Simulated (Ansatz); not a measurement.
```
RbBr
1.0
    0.00000     3.49007     3.49007
    3.49007     0.00000     3.49007
    3.49007     3.49007     0.00000
Rb Br
1 1
Direct
  0.00000   0.00000   0.00000
  0.50000   0.50000   0.50000
```

No spin polarisation.

The values are results of Ansatz (an electronic-structure program) PBEsol, spin-orbit coupling left out, not measurements. Settings: 8×8×8 k-points, 0.05 eV Fermi–Dirac smearing.

What gap character does the calculation give?

Direct at Γ.

What space group does the calculation give?

Fm-3m (No. 225).

Estimate the electron mass.

0.37 mₑ (at Γ).

The cells carry an imposed strain or load. Effective masses come from finite differences of ±0.01 Å⁻¹. No phonon test of stability was made. The cell was made from RbBr in the rock salt structure (space group Fm-3m, No. 225) by this change: isotropic strain +2.00 %.
